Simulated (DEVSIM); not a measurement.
Device: GaP/Si n-p heterojunction, at 350 K.

Layer 1 from the left is GaP, thickness (μm) 0.960, Nd (cm⁻³) 1.2e18, τn (s) 1.3e-6, τp (s) 1.3e-6. Layer 2 from the left is Si, thickness (μm) 2.50, Na (cm⁻³) 1.2e15, τn (s) 1.3e-6, τp (s) 1.3e-6.

Left contact: ohmic. Right contact: ohmic. Voltage is applied to the left contact. Recombination: SRH at mid-gap, radiative, Auger. Mobility is constant in doping.

This is a model device: material constants are rounded textbook-type values typed into the input, and sizes, dopings and lifetimes were drawn at random. Values at 300 K; Nc and Nv go as T^1.5, mobilities as T to minus their exponent, the gap by Varshni's rule with the affinity fixed.

GaP: gap (eV) 2.26, affinity (eV) 3.8, permittivity 11.1, Nc (cm⁻³) 1.8e19, Nv (cm⁻³) 1.9e19, μn (cm²/Vs) 250, μp (cm²/Vs) 150, T exponent of μn 1.6, T exponent of μp 1.98, B (cm³/s) 1e-13, Cn (cm⁶/s) 1e-30, Cp (cm⁶/s) 1e-30, Varshni α (eV/K) 0.00058, Varshni β (K) 372. Si: gap (eV) 1.124, affinity (eV) 4.05, permittivity 11.7, Nc (cm⁻³) 2.86e19, Nv (cm⁻³) 3.1e19, μn (cm²/Vs) 1417, μp (cm²/Vs) 470, T exponent of μn 2.3, T exponent of μp 2.2, B (cm³/s) 4.7e-15, Cn (cm⁶/s) 2.8e-31, Cp (cm⁶/s) 9.9e-32, Varshni α (eV/K) 0.000473, Varshni β (K) 636.

Model (solved in DEVSIM): 1D drift-diffusion, Boltzmann statistics, complete ionisation; no tunnelling, impact ionisation, image-force lowering or self-heating. Band offsets follow the typed affinities; no thermionic-emission limit at abrupt steps, no polarisation charge.

What does the simulation give for the largest field in the device at zero bias, the dark forward voltage at 100 A/cm², the potential step across the device at zero bias?

largest field in the device at zero bias 260000 V/cm; dark forward voltage at 100 A/cm² 0.557 V; potential step across the device at zero bias 0.959 V.
